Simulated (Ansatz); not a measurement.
The starting structures come from a database of crystals and need not be the phases stable at ambient conditions.

 Where the default PAW files enter, the runs use the earlier of Ansatz's two default sets.

Tunnelling through a barrier is set by its complex band structure: the current falls as exp(−2κd) with the smallest κ.

Given:

```
CELL_PARAMETERS angstrom
      5.42485     0.00000     0.00000
      1.56428     6.92280     0.00000
     -1.93029     3.46140     2.28818
ATOMIC_POSITIONS crystal
  Ga 0.00000 0.50000 0.00000
  Ga 0.00000 0.00000 0.00000
  B  0.50000 0.75000 0.00000
  B  0.50000 0.25000 0.00000
  O  0.19889 0.05111 0.69889
  O  0.80111 0.94889 0.30111
  O  0.50000 0.75000 0.69889
  O  0.50000 0.25000 0.30111
  O  0.80111 0.44889 0.60222
  O  0.19889 0.55111 0.39778
```

Space group of this cell: R-3c. The cell is taken as given; by PBEsol its mean pressure is 0.6 GPa.

Transport runs along the normal of the first two printed cell vectors, the (110) plane of the conventional cell.

The gap is the functional's own, uncorrected, and κ follows it; spin-orbit coupling is left out. Mid-gap values are interpolated between the computed energies.

### Question
Predict the band gap and the smallest decay constant κ at mid-gap from PBEsol in Ansatz (a program for electronic structure).

### Answer
Gap 4.18 eV on a 14×14×14 mesh; κ = 0.344 1/Å, at the zone centre.
